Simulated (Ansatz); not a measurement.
Base system: TiN in the rock salt structure (space group Fm-3m, No. 225; relaxed with 0.1 eV smearing).

```yaml
crystal:
  lattice:
    - [0.00000, 2.10227, 2.10227]
    - [2.10227, 0.00000, 2.10227]
    - [2.10227, 2.10227, 0.00000]
  atoms:
    - { symbol: Ti, position: [0.00000, 0.00000, 0.00000] }
    - { symbol: N, position: [0.50000, 0.50000, 0.50000] }
```

Cartesian axes are those of the cell as printed.

The values are results of Ansatz (a quantum-chemistry and plane-wave program) PBEsol, no SOC, not measurements.

Base values:

| Property | Value |
|---|---|
| Pressure | 0.0 GPa |

The change: biaxial strain +1.87 %, plane normal [001], relaxed out of plane (Cartesian); in-plane vectors clamped, the third vector and the atoms free.

Problem. What does the calculation give for the ratio −ε⊥/ε∥ after the change?

Solution. The ratio −ε⊥/ε∥ comes out as 0.39.

Problem. What does the calculation give for the pressure after the change?

Solution. The pressure (mean of the normal stresses, compression positive) goes from zero to -7.9 GPa.

No phonon test of stability was made. The base started in Pnma and relaxed to Fm-3m at this level. The final runs are not spin-polarised. An odd electron count without spin: TiN.
